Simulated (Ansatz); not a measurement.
Tunnelling through a barrier is set by its complex band structure: the current falls as exp(−2κd) with the smallest κ.

Consider the following.

```xyz
12
Lattice="5.1540 0.0000 0.0000 0.8739 5.2576 0.0000 0.0000 0.0000 5.2281" Properties=species:S:1:pos:R:3 pbc="T T T"
Zr     2.1148     4.1556     5.0077
Zr     3.9131     1.1020     0.2204
Zr     4.3500     3.7308     2.3937
Zr     1.6779     1.5268     2.8344
O      5.5347     4.4365     0.8694
O      0.4932     0.8211     4.3587
O      0.9301     3.4499     3.4834
O      5.0977     1.8077     1.7447
O      2.3344     0.1125     1.3458
O      3.6935     5.1451     3.8823
O      3.2565     2.5163     3.9599
O      2.7713     2.7413     1.2682
```

The cell is taken as given.

Transport runs along the normal of the first two printed cell vectors.

No gap correction and no spin-orbit coupling; mid-gap is the computed energy nearest the middle.

Question: State the band gap and the smallest decay constant κ at mid-gap according to r2SCAN run with Ansatz (a quantum-chemistry and plane-wave program).

Answer: Gap 4.14 eV on a 6×6×6 mesh; κ = 0.389 1/Å, at the zone centre.
